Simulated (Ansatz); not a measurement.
# Pressure series in ZnSnO3

The parent structure is ZnSnO$_{3}$ (space group R3c, No. 161; a = 5.278 Å, c = 14.010 Å (hexagonal axes)).

Cell and atoms are relaxed at each pressure.

Method: PBEsol, PAW, 420 eV (Ansatz, an electronic-structure program; no spin-orbit coupling).

Candidates:
(a) pressure 0.7 GPa
(b) pressure 5 GPa
(c) pressure 7.5 GPa
(d) pressure 10 GPa

For the base:

Band gap: 1.25 eV

Question: Order them by band gap, lowest first.

Answer: (a) pressure 0.7 GPa (1.27 eV), (b) pressure 5 GPa (1.41 eV), (c) pressure 7.5 GPa (1.48 eV), (d) pressure 10 GPa (1.55 eV)

Load acts through the strain it causes; cell and atoms are relaxed under it. Whether these cells are dynamically stable was not tested. Competing high-pressure phases were not computed.
